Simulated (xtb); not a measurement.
xtb 6.7.1, GFN2-xTB: Cr(O)(NMe)(Me)2 (C[N]=[Cr]([CH3])([CH3])=[O]), 15 atoms. The geometry is a generated start, not checked to be a minimum at this level.

method: GFN2-xTB
--acc: 1 (default)
--etemp (K): 300 (default)
detailed input (--input): none: ANC optimiser, Lindh (1995) Hessian, microcycle=20, maxdispl=1.0, hlow=0.01 (default)
basis functions: 39
valence electrons: 38

```xyz
15

Cr     0.5203    -0.0709     0.5194
O      1.9168    -0.0256     1.2000
N      0.2445     0.3511    -1.0422
C      0.4441     0.7999    -2.3430
H     -0.4686     1.2730    -2.7260
H      1.2574     1.5393    -2.3704
H      0.7077    -0.0351    -3.0035
C     -0.1435    -2.0210     0.6120
H     -1.2443    -1.9719     0.5825
H      0.1501    -2.4921     1.5556
H      0.1666    -2.6943    -0.1880
C     -0.7035     1.1805     1.6184
H     -0.1784     1.9854     2.1343
H     -1.1509     0.5426     2.3997
H     -1.5182     1.6392     1.0512
```

Charge 0 and multiplicity 1 are set for this test and not shown to be the ground state.

The structure is relaxed from this start with --opt LEVEL for the levels crude, sloppy, loose, lax, normal, tight, vtight, extreme, once each. Up to the end of the extreme run atoms move by at most 0.61 Å along an axis.

Problem. Which level is enough to come within 5 meV of the tightest end point?

Solution. normal: 25 cycles against 55, ending 1.1 meV above.

```json
[
 {"level": "crude", "cycles": "1", "energy above the extreme run (meV)": "11", "gradient norm (eV/Å)": "0.084"},
 {"level": "sloppy", "cycles": "1", "energy above the extreme run (meV)": "11", "gradient norm (eV/Å)": "0.084"},
 {"level": "loose", "cycles": "1", "energy above the extreme run (meV)": "11", "gradient norm (eV/Å)": "0.084"},
 {"level": "lax", "cycles": "1", "energy above the extreme run (meV)": "11", "gradient norm (eV/Å)": "0.084"},
 {"level": "normal", "cycles": "25", "energy above the extreme run (meV)": "1.1", "gradient norm (eV/Å)": "0.036"},
 {"level": "tight", "cycles": "34", "energy above the extreme run (meV)": "0.14", "gradient norm (eV/Å)": "0.011"},
 {"level": "vtight", "cycles": "54", "energy above the extreme run (meV)": "under 0.01", "gradient norm (eV/Å)": "0.0021"},
 {"level": "extreme", "cycles": "55", "energy above the extreme run (meV)": "—", "gradient norm (eV/Å)": "0.0017"}
]
```
